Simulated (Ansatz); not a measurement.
# GaP, response to strain

The reference is GaP in the zinc blende structure (space group F-43m, No. 216; a = 5.451 Å). Axes: x, y, z lie along the cube axes.

Strains are applied to the cell and any free atomic positions relax; under biaxial strain the out-of-plane vector relaxes too.

Calculations: DFT with r2SCAN, PAW potentials and a 500 eV plane-wave cutoff in Ansatz (a quantum-chemistry and plane-wave program), scalar-relativistic without spin-orbit coupling.

Notes on the quantities. in-plane stress: mean in-plane stress (compression positive).

```tsv
case	gap character	in-plane stress	band gap
base	–	–	1.85 eV
biaxial strain −2.50 %, plane normal [111], relaxed out of plane	indirect, Γ → F	+5.7 GPa	1.58 eV
biaxial strain −2.08 %, plane normal [111], relaxed out of plane	indirect, Γ → F–Γ (7 % along)	+4.7 GPa	1.64 eV
biaxial strain −1.67 %, plane normal [111], relaxed out of plane	indirect, Γ → F–Γ (13 % along)	?	?
biaxial strain −1.25 %, plane normal [111], relaxed out of plane	indirect, Γ → F–Γ (13 % along)	+2.7 GPa	1.74 eV
biaxial strain −0.83 %, plane normal [111], relaxed out of plane	indirect, Γ → F–Γ (13 % along)	+1.8 GPa	1.78 eV
biaxial strain −0.42 %, plane normal [111], relaxed out of plane	indirect, Γ → F–Γ (13 % along)	+0.9 GPa	1.82 eV
```

Question: Fill in the withheld entries from the trend.

Answer: 
- biaxial strain −1.67 %, plane normal [111], relaxed out of plane, in-plane stress: +3.7 GPa
- biaxial strain −1.67 %, plane normal [111], relaxed out of plane, band gap: 1.69 eV

Whether these cells are dynamically stable was not tested. Labels are those of the standard path for the cell's own space group.
